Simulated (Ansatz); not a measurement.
LiF (model structure, started from the CsCl type, Pm-3m, No. 221, 2 atoms in the cell) was calculated with r²SCAN0 (plane waves, PAW; Ansatz, a quantum-chemistry and plane-wave program).

Numerical settings: plane-wave cutoff 520 eV, 10×10×10 k mesh, Fermi–Dirac smearing 0.01 eV, scalar-relativistic PAW data made under PBE.

The cell is the one relaxed with PBEsol. Conventional cell: a = 2.5231 Å, b = 2.5231 Å, c = 2.5231 Å, α = 90.00°, β = 90.00°, γ = 90.00°.

```yaml
crystal:
  lattice:
    - [2.52308, 0.00000, 0.00000]
    - [0.00000, 2.52308, 0.00000]
    - [0.00000, 0.00000, 2.52308]
  atoms:
    - { symbol: Li, position: [0.00000, 0.00000, 0.00000] }
    - { symbol: F, position: [0.50000, 0.50000, 0.50000] }
```

### Question
List the 5 lowest band energies at Γ above −25 eV (eV, relative to the valence band maximum), grouping those that round alike.

### Answer
At Γ: -23.39, -0.76 (×3), 11.50.

Note: the run warned that its exchange threshold was loose for the stress; the relaxation could raise the start's symmetry but not lower it, so the cell can be a saddle point; cell and atoms aren't relaxed at this level (pressure -2.5 GPa).

A model structure was made by putting elements into a prototype or built by hand; it is no filed structure, need not be a known phase, and can be a saddle point held by its symmetry.
